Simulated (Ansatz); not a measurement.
The (001) surface of tetragonal HfO2 (a metastable polymorph) in its 1x1 cell (cut with top plane Hf, bottom plane Hf), relaxed from an ideal cut (the real face may reconstruct), outermost plane spacing 1.02 Å in the ideal cut (one of several cuts of this face), with 1 Hf a cell over the bulk's ratio, from a spin-polarised start

These are PBE (plane waves to 420 eV, PAW; Ansatz, a quantum-chemistry and plane-wave program) values and carry that method's errors.

Slab: 13 atoms, Hf5O8, 10.5 Å thick at the start; k 7x7x1, smearing 0.025 eV, dipole-corrected; all atoms relaxed; symmetry of the start imposed; spin-polarised from one start with parallel moments (other orders not tried), no spin-orbit, no U. The starting moment vanished.

```
Item                                                  Value
-----------------------------  ----------------------------
energy released by relaxation                       0.10 eV
magnetic moment of the cell                         0.00 μB
cost                           very roughly 12 core-minutes
```
